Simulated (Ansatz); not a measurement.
The reference is C (space group R-3, No. 148; a = 6.3180 Å, c = 3.8460 Å (hexagonal axes); a hypothetical phase, not in the database extracts checked). Axes: x lies along a and z along c of the hexagonal cell.

Modification: the cell is compressed by 0.44 % along y with no lateral relaxation, atoms relaxed at fixed cell.

Levels (all Ansatz, a first-principles code, PAW): PBEsol (420 eV, scalar-relativistic without spin-orbit coupling); r2SCAN (500 eV, scalar-relativistic without spin-orbit coupling); HSE06 (420 eV, no spin-orbit coupling).

One geometry, relaxed with PBEsol, under each level:

| level | band gap | lowest conduction level above the VBM at special points | pressure |
|---|---|---|---|
| PBEsol | 3.24 eV | X 3.24 eV; V₂ 3.33 eV; U₂ 3.34 eV; T₂ 4.26 eV | 1.81 GPa |
| r2SCAN | 3.52 eV | X 3.52 eV; V₂ 3.61 eV; U₂ 3.62 eV; T₂ 4.65 eV | 6.51 GPa |
| HSE06 | … | … | – |

**Question.** Give the withheld HSE06 results.

**Answer.** 
- HSE06, band gap: 4.50 eV
- HSE06, lowest conduction level above the VBM at special points: X 4.50 eV; V₂ 4.59 eV; U₂ 4.60 eV; Γ 7.97 eV

Single points use the geometry relaxed with PBEsol. Their cutoffs differ, which shifts pressures a little. HSE06 gaps are upper bounds (no full band path). The cells carry an imposed strain or load. Whether these cells are dynamically stable was not tested. Labels are those of the standard path for the cell's own space group.
